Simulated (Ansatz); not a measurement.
Given:

End structure of NH3 on the 1x1 (0001) surface of hcp Ti, one in a 2x2 cell, started at the site 'top Ti':

```
CELL_PARAMETERS angstrom
      5.87727     0.00000     0.00000
     -2.93864     5.08987     0.00000
      0.00000     0.00000    26.00000
ATOMIC_POSITIONS crystal
  Ti 0.33333 0.16667 0.36988
  Ti 0.33333 0.66667 0.36988
  Ti 0.83333 0.16667 0.36988
  Ti 0.83333 0.66667 0.36988
  Ti 0.16667 0.33333 0.45305
  Ti 0.16667 0.83333 0.45305
  Ti 0.66667 0.33333 0.45305
  Ti 0.66667 0.83333 0.45305
  Ti 0.32869 0.17130 0.54776
  Ti 0.32870 0.65739 0.54776
  Ti 0.84261 0.17131 0.54776
  Ti 0.83333 0.66667 0.54318
  Ti 0.16667 0.33333 0.64570
  Ti 0.15778 0.82889 0.62845
  Ti 0.67112 0.34222 0.62845
  Ti 0.67111 0.82888 0.62845
  N  0.16667 0.33333 0.73107
  H  0.26548 0.24224 0.74419
  H  0.25776 0.52324 0.74419
  H  0.97676 0.23452 0.74419
```

Slab: 20 atoms, 6.8 Å thick at the start under the adsorbate (thin: gaps and levels are the slab's own); k 6x6x1, smearing 0.1 eV, dipole-corrected; 8 atoms held, the rest relaxed; symmetry of the start imposed; no spin, no spin-orbit, no U, no dispersion correction. At the end it is bonded to Ti. In PBE it is, or lies within 0.03 eV of, the lowest of the starts that converged.

A negative adsorption energy means that the adsorbate is more stable on the surface than in its reference.

### Question
What is the computed adsorption energy against NH3(g) (PBE in Ansatz, a first-principles code)?

### Answer
-19.8 kcal/mol

### Question
Predict the work function of the top face from PBE.

### Answer
2.39 eV

### Question
Estimate the change of the step from the bottom to the top vacuum level, against the clean slab that PBE returns for this input.

### Answer
-1.99 eV

### Question
Predict the change of the work function from PBE.

### Answer
-2.00 eV
